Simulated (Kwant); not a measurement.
Model system: six-terminal Hall bar in a InSb two-dimensional gas. Effective mass 0.014 mₑ, grid spacing 12 nm, hard walls, nominal width 300 nm (25 grid rows, so walls 312 nm apart), one parabolic valley, scattering region 780 nm long along x; energies count from the band bottom; Fermi energy 0.00913 eV. Four side probes 150 nm wide, two on each edge; current runs along x; the sign of the Hall resistance is a convention. Perpendicular field swept from 0.092009 to 1.877 T, also in the leads; orbital effect alone.

Constants are typed, rounded textbook-type inputs, not results; the design itself was drawn at random and stands for no fabricated device.

Model: effective-mass tight-binding model on a square grid, one spin, coherent transport at 0 K (Kwant). Resistances are in h/e².

Q: How many Landau levels lie under the Fermi energy, and what Hall resistance follows, at 9.13 meV and 0.485 T; 9.13 meV and 0.939 T; 9.13 meV and 1.24 T; 9.13 meV and 1.39 T?

A: ħωc = ħeB/m = 8.27 meV a tesla; levels lie at (n + ½)ħωc. E/ħωc = 2.28 gives 2 levels and h/(2e²) = 0.500; simulated 0.500. E/ħωc = 1.18 gives 1 level and h/(1e²) = 1.000; simulated 1.000. E/ħωc = 0.89 gives 1 level and h/(1e²) = 1.000; simulated 1.000. E/ħωc = 0.79 gives 1 level and h/(1e²) = 1.000; simulated 1.000.
